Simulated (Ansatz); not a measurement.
**Habitual settings against a tight run: Ga3Pt2 (P-3m1, 5 atoms in the cell)**

Self-consistent single point.

```
CELL_PARAMETERS angstrom
      4.30796     0.00000     0.00000
     -2.15398     3.73081     0.00000
      0.00000     0.00000     5.32643
ATOMIC_POSITIONS crystal
  Ga 0.00000 0.00000 0.00000
  Ga 0.33333 0.66667 0.64394
  Ga 0.66667 0.33333 0.35606
  Pt 0.33333 0.66667 0.16642
  Pt 0.66667 0.33333 0.83358
```

Method: PBEsol, PAW files made with PBE (plane waves; Ansatz, a first-principles code).

Base settings: basis.ecutwfc = 420 eV; kpoints.mp_grid.grid = 7 7 5; hamiltonian.xc = pbesol; hamiltonian.pseudopotentials = {kind: paw} (the program's default PAW files); scf.occupations.method = methfessel_paxton; scf.occupations.width = 0.2 eV.

Tight run (finer mesh or higher cutoff; not a proven limit): basis.ecutwfc: 420 eV → 590 eV; kpoints.mp_grid.grid: 7 7 5 → 10 10 7; scf.convergence.dr2_threshold: default (1e-07 eV) → 1e-09 eV. It gave Fermi level (on the code's own zero) 14.41 eV; pressure -6.81 GPa; largest force (vector length) 0.145 eV/Å.

Quick runs, as changes from the base:
- A: the base itself
- B: kpoints.mp_grid.grid: 7 7 5 → 4 4 4
- C: basis.ecutwfc: 420 eV → 295 eV; kpoints.mp_grid.grid: 7 7 5 → 4 4 4; scf.occupations.method: methfessel_paxton → cold; scf.occupations.width: 0.2 eV → 0.5 eV
- D: basis.ecutwfc: 420 eV → 250 eV; kpoints.mp_grid.grid: 7 7 5 → 6 6 6; hamiltonian.xc: pbesol → lda; scf.convergence.dr2_threshold: default (1e-07 eV) → 0.0001 eV [LDA (PW92)]
- E: basis.ecutwfc: 420 eV → 250 eV; kpoints.mp_grid.grid: 7 7 5 → 1 1 1; hamiltonian.xc: pbesol → lda; scf.occupations.width: 0.2 eV → 0.272 eV; scf.convergence.dr2_threshold: default (1e-07 eV) → 0.001 eV [LDA (PW92)]

Energies are extrapolated to zero smearing width, which holds to low order in the width alone.

Dashes: energy of D, E, another energy zero.

† marks runs with another functional, U, potentials or spin treatment: their distance from the tight run is not a convergence error alone.

The count of work is k-points × plane waves × bands × iterations; it is no time. 

Pressures in the table are Ansatz's without its Pulay estimate, at a fixed set of plane waves; the tight run's value above holds the estimate.

The starting cell comes from a database of computed structures (which also holds hypothetical and non-ambient phases and stackings), without a prior relaxation at this level. Its lattice was rescaled by a random factor within 2.5 % of one. Spin polarisation is off. In the base run, with a pressure of about -7 GPa the cell is away from its equilibrium volume at this level.

| run | energy less tight (meV/atom) | pressure less tight (GPa) | largest miss in a force vector (eV/Å) | count of work / tight |
|---|---|---|---|---|
| A | 3.4 | -0.19 | 0.066 | 0.20 |
| B | 6.3 | -0.01 | 0.050 | 0.071 |
| C | 129.2 | -12.03 | 0.007 | 0.047 |
| D† | – | -78.62 | 0.159 | 0.075 |
| E† | – | -57.08 | 3.302 | 0.0034 |

Among the runs at the tight run's level, the energy misses run from 3.4 to 129.2 meV/atom.

Left out of this page: 1 run of the series unsound by tests on forces, stress, charge or solver warnings.

Keys are those of Ansatz 0.2.
